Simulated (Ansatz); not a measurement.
Bulk modulus B0 of ScRhN2 (model structure, started from the PtCoO2 type, R-3m, No. 166, 4 atoms in the cell) at several levels of theory

No measured value is used here.

```tsv
level (code)	value (GPa)	cell (Å³/atom)
LDA (Ansatz)	138	12.66
PBE (Ansatz)	119	13.61
PBEsol (Ansatz)	128	13.06
r²SCAN (Ansatz)	129	13.40
```

The crystal itself was run without spin with LDA, PBE, PBEsol, r²SCAN; a magnetic state was not tried in these runs. LDA, PBE, PBEsol, r²SCAN: the run has no spin polarisation, so it can have missed a magnetic state. LDA, PBE, PBEsol, r²SCAN: the bulk modulus is −V dP/dV from two relaxed cells at ±2 % in volume. Each level is taken at its own relaxed cell. Cutoffs differ between the levels. Ansatz's density-functional and Hartree–Fock values are scalar-relativistic unless marked +SOC, with PAW data made under PBE.

A model structure was made by putting elements into a prototype or built by hand; it is no filed structure, need not be a known phase, and can be a saddle point held by its symmetry.

Ansatz is an electronic-structure program.
